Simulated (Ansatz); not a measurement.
A computed series for Rb3P: response to strain

Base system: Rb3P (space group Fm-3m, No. 225; a model cell, its experimental status unchecked).

```xyz
4
Lattice="0.0000 4.1063 4.1063 4.1063 0.0000 4.1063 4.1063 4.1063 0.0000" Properties=species:S:1:pos:R:3 pbc="T T T"
P      0.0000     0.0000     0.0000
Rb     4.1063     4.1063     4.1063
Rb     2.0532     2.0532     2.0532
Rb     6.1595     6.1595     6.1595
```

Cartesian axes are those of the cell as printed.

Strains are applied to the cell and any free atomic positions relax; under biaxial strain the out-of-plane vector relaxes too; under stress the whole cell relaxes.

Computed with Ansatz (an electronic-structure program) PBEsol, scalar-relativistic without spin-orbit coupling.

```json
[
 {"case": "base", "space group": "Fm-3m (No. 225)", "gap character": "indirect, X → Γ", "volume per atom": "34.62 Å³"},
 {"case": "biaxial strain +1.55 %, plane normal [001], relaxed out of plane", "space group": "I4/mmm (No. 139)", "gap character": "indirect, X → Γ", "volume per atom": "34.93 Å³"},
 {"case": "isotropic strain −3.64 %", "space group": "Fm-3m (No. 225)", "gap character": "indirect, X → Γ", "volume per atom": "30.98 Å³"},
 {"case": "isotropic strain −3.17 %", "space group": "Fm-3m (No. 225)", "gap character": "indirect, X → Γ", "volume per atom": "31.43 Å³"},
 {"case": "isotropic strain −0.50 %", "space group": "Fm-3m (No. 225)", "gap character": "indirect, X → Γ", "volume per atom": "34.10 Å³"},
 {"case": "uniaxial strain ε_xx = +0.87 %", "space group": "I4/mmm (No. 139)", "gap character": "indirect, M → Γ", "volume per atom": "34.92 Å³"},
 {"case": "tensor shear ε_xz = +1.72 %", "space group": "Immm (No. 71)", "gap character": "indirect, X → Γ", "volume per atom": "34.61 Å³"},
 {"case": "tensor shear ε_xy = +0.38 %", "space group": "Immm (No. 71)", "gap character": "indirect, X → Γ", "volume per atom": "34.62 Å³"},
 {"case": "tensor shear ε_xy = +2.73 %", "space group": "Immm (No. 71)", "gap character": "indirect, X → Γ", "volume per atom": "34.59 Å³"},
 {"case": "uniaxial stress, 3 GPa tension along x", "space group": "I4/mmm (No. 139)", "gap character": "–", "volume per atom": "38.75 Å³"}
]
```

Stability under load was not tested beyond the relaxation. All final runs are without spin polarisation. Under uniaxial stress, 3 GPa tension along x the cell changed shape so far that it is another structure. k-point labels follow each cell's own Brillouin zone.
